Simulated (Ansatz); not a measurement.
## Ir: energy against volume

Ir (fcc, Fm-3m, 13.839 Å³/atom and stress up to 0.01 GPa in the relaxed cell, cube axes along x, y and z) under hydrostatic pressure, with the cell free. LDA in Ansatz, a plane-wave DFT program (PAW, default set), 420 eV, 21×21×21 Γ-centred mesh, Fermi-Dirac smearing 0.05 eV.

Here V stands for volume and E for E less E0.

```
volume (Å³/atom)  E less E0 (meV/atom)  pressure (GPa)
----------------  --------------------  --------------
13.9090                           0.47           -2.01
13.8741                           0.13           -1.01
13.8393                           0.00            0.00
13.8090                           0.07            0.89
13.7691                           0.42            2.09
13.6904                           2.00            4.50
13.5504                           7.82            9.01
13.3761                          20.77           15.02
12.9906                              ?               ?
```

Task: Using the third-order Birch-Murnaghan form, a cubic in V^(-2/3), estimate the missing E at V = 12.9906 from the other rows, showing the fit.

Result: With u = V^(-2/3) - 0.1744, the rows have u = -0.0014969, -0.0012071, -0.0009169, -0.0006632, -0.0003277, 0.0003388, 0.0015403, 0.0030654. Least squares gives E = 1.051 + 2353.1·u + 1319242·u² + 3793359·u³. Residuals (row less fit): -0.002, 0.004, 0.000, 0.000, -0.001, 0.000, 0.001, 0.000; standard error 0.002 (degrees of freedom: 4). Its minimum lies at u = -0.0008953, so V0 = (0.1735047)^(-3/2) = 13.84. There d²E/du² = 2618000 and d³E/du³ = 2.276e7, so B0 = (4/9) × 13.84^(-7/3) × 2618000 × 0.160218 = 406 GPa (the last factor turns the table's units into GPa), and B0' = 4 + (2/3) × 0.1735047 × (2.276e7)/2618000 = 5.0. B0' rests on the cubic coefficient alone and has a standard error of 0.1 from these residuals. At the withheld row, u = 0.0065591, so E = 1.051 + 2353.1 × 0.0065591 + 1319242 × 0.0065591² + 3793359 × 0.0065591³ = 74.312 meV/atom. The calculation gives 74.29 meV/atom, 0.022 meV/atom below the prediction (0.0 % of the range of E in the table). The row lies outside the fitted rows, so this is an extrapolation. The scatter of the fitted rows lies at the last printed digit.

In a metal these values are sensitive to mesh and smearing; energies are taken to zero smearing, stresses follow the free energy. The runs aren't spin-polarised. Spin-orbit coupling is left out, which can shift these values for the heavy elements here. Other structures, which can take over under pressure, weren't tried. The same form fitted to the pressure column gives B0' = 5.0; series where the two differ by over 0.4 aren't shown. Rows are the converged runs of the series near zero and its far end, less any whose ions stayed unrelaxed beside relaxed ones; series whose fitted rows scatter by over a few per cent of the range, as at a crossing or softening among them, aren't shown in this form.
